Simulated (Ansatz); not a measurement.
Start from MoS$_{2}$ (space group P6_3/mmc, No. 194; a = 3.149 Å, c = 12.089 Å; layered, stacked along the Cartesian z axis). Axes: x lies along a and z along c of the hexagonal cell.

Modification: biaxial strain −2.40 %, plane normal [001], relaxed out of plane (Cartesian); in-plane vectors clamped, the third vector and the atoms free.

Level of theory: PBE-D3(BJ) in Ansatz (plane waves to 420 eV, PAW, no SOC).

Base, band edges from the VBM (valence, conduction): K -0.64, 1.06; H -0.76, 1.06; M -1.34, 1.60; L -1.41, 1.63; A -0.27, 2.08; Γ 0.00, 2.08 eV.

**Question.** Give the band edges at the high-symmetry points of the new zone, measured from its valence-band maximum.

**Answer.** 
| point | valence edge (eV) | conduction edge (eV) |
|---|---|---|
| Γ | 0.00 | 2.49 |
| M | -1.10 | 2.13 |
| K | -0.39 | 1.59 |
| A | -0.30 | 2.49 |
| L | -1.24 | 2.15 |
| H | -0.53 | 1.60 |

The gap is 0.84 eV, indirect, Γ → K–Γ (44 % along).

Whether these cells are dynamically stable was not tested.

Ansatz is a program for electronic structure.
